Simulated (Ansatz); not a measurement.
Start from C in the diamond structure (space group Fd-3m, No. 227; a = 3.554 Å). Axes: x, y, z lie along the cube axes.

Level of theory: plane-wave PAW DFT at the PBEsol level (Ansatz, a program for electronic structure, 420 eV), without spin-orbit coupling.

Strains are applied to the cell and any free atomic positions relax; under biaxial strain the out-of-plane vector relaxes too.

One change was made to it. Results:

The smallest direct gap shrinks by 0.145 eV (5.57 eV → 5.43 eV); the band gap falls by 0.056 eV (4.03 eV → 3.98 eV); the pressure (mean of the normal stresses, compression positive) goes from zero to -6.79 GPa; the volume per atom grows by 0.09 Å³, from 5.61 Å³ to 5.70 Å³; the energy goes up by 3.0 meV/atom.

Which change produced these results?
A) biaxial strain −1.25 %, plane normal [111], relaxed out of plane
B) biaxial strain +0.83 %, plane normal [111], relaxed out of plane
C) biaxial strain +0.42 %, plane normal [111], relaxed out of plane

B, biaxial strain +0.83 %, plane normal [111], relaxed out of plane. For comparison, the energy relative to the base in the other runs: biaxial strain −1.25 %, plane normal [111], relaxed out of plane gives +7.2 meV/atom; biaxial strain +0.42 %, plane normal [111], relaxed out of plane gives +0.8 meV/atom.

Stability against distortions was not tested.
